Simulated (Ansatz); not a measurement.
Take Sn in the diamond structure (space group Fd-3m, No. 227; relaxed with 0.1 eV smearing) as the base.

```yaml
crystal:
  lattice:
    - [0.00000, 3.27009, 3.27009]
    - [3.27009, 0.00000, 3.27009]
    - [3.27009, 3.27009, 0.00000]
  atoms:
    - { symbol: Sn, position: [0.00000, 0.00000, 0.00000] }
    - { symbol: Sn, position: [0.25000, 0.25000, 0.25000] }
```

The values are results of PBEsol/PAW in Ansatz (a program for electronic structure), no SOC, not measurements.

Base values:

| Item | Value |
|---|---|
| Pressure | 0.0 GPa |
| Band gap | zero |

The change: an isotropic linear strain of −1.50 %; the atoms relax in the strained cell.

Question: Estimate the effect on the pressure.

Answer: The pressure goes from zero to 2.1 GPa.

Question: What happens to the band gap?

Answer: The band gap remains zero.

Question: Predict the new energy relative to the base.

Answer: The energy grows by 9.8 meV/atom.

Whether these cells are dynamically stable was not tested.
